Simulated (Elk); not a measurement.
Input and output of a self-consistent single point for Mg3CdO4 (Pm-3m, 8 atoms in the cell) (Elk).

Computed with LDA (PW92), all-electron FP-LAPW, Elk's shipped species files, default APW+lo basis in Elk 10.2.4.

```
CELL_PARAMETERS angstrom
      4.44664     0.00000     0.00000
      0.00000     4.44664     0.00000
      0.00000     0.00000     4.44664
ATOMIC_POSITIONS crystal
  Mg 0.00000 0.50000 0.50000
  Mg 0.50000 0.00000 0.50000
  Mg 0.50000 0.50000 0.00000
  Cd 0.00000 0.00000 0.00000
  O  0.50000 0.00000 0.00000
  O  0.00000 0.50000 0.00000
  O  0.00000 0.00000 0.50000
  O  0.50000 0.50000 0.50000
```

Reference input (self-consistent single point, DFT, PBEsol, all-electron FP-LAPW, Elk's shipped species files, default APW+lo basis): xctype = 22; rgkmax = 7; stype = 0; swidth = 0.0001 Ha; ngridk = 6 6 6; rmtscf = 0.89. This run's input differs from it in these lines:

```diff
@@ -4,3 +4,3 @@
 xctype
-  22
+  3
```

Log, with long lists cut:

```
│ Self-consistent loop started │
│ Loop number : 1 │
 total energy                :     -6497.32655975
│ Loop number : 2 │
 total energy                :     -6497.30236618
RMS change in Kohn-Sham potential (target) :   0.2945654324     (  0.1000000000E-05)
Absolute change in total energy (target)   :   0.2419357124E-01 (  0.1000000000E-03)
│ Loop number : 3 │
 total energy                :     -6495.14241938
RMS change in Kohn-Sham potential (target) :   0.1761603459     (  0.1000000000E-05)
Absolute change in total energy (target)   :    2.165995191     (  0.1000000000E-03)
│ Loop number : 4 │
   [... lines left out ...]
Absolute change in total energy (target)   :   0.6553349431E-03 (  0.1000000000E-03)
│ Loop number : 15 │
 total energy                :     -6489.17075345
RMS change in Kohn-Sham potential (target) :   0.8281857113E-07 (  0.1000000000E-05)
Absolute change in total energy (target)   :   0.1954258732E-03 (  0.1000000000E-03)
│ Loop number : 16 │
 total energy                :     -6489.17074888
RMS change in Kohn-Sham potential (target) :   0.2053003699E-07 (  0.1000000000E-05)
Absolute change in total energy (target)   :   0.4428923148E-04 (  0.1000000000E-03)
Convergence targets achieved

│ Loop number : 17 │

Energies :
 Fermi                       :     0.203162885859
 total energy                :     -6489.17074747

Density of states at Fermi energy :   0.8416216078E-05
 (states/Hartree/unit cell)

Estimated indirect band gap :   0.3523992899E-01
 from k-point     10 to k-point      1
Estimated direct band gap   :   0.1015717742
 at k-point      1

Charges :
 core                        :    44.00000000
 valence                     :    72.00000000
 interstitial                :    10.53743698
 muffin-tins (core leakage)
  species :    1 (Mg)
   atom    1                 :    10.26770353     (   0.000000000    )
   atom    2                 :    10.26770353     (   0.000000000    )
   atom    3                 :    10.26770353     (   0.000000000    )
  species :    2 (Cd)
   [... lines left out ...]
   atom    2                 :    7.133330862     (  0.1107499956E-06)
   atom    3                 :    7.133330862     (  0.1107499956E-06)
   atom    4                 :    7.124149714     (  0.1105063643E-06)
 total in muffin-tins        :    105.4625630
 total calculated charge     :    116.0173506
 total charge                :    116.0000000
 error                       :   0.1735057602E-01

│ Self-consistent loop stopped │
```

The run converged in 17 iterations. The count includes the last loop, which Elk runs after its targets are met. Against the reference run the gap on the mesh goes from 0.912 to 0.959 eV.

The starting cell comes from a database of computed structures (which also holds hypothetical and non-ambient phases and stackings), without a prior relaxation at this level. Values depend on the basis (sphere radii, cutoffs, local orbitals), which need not be converged.
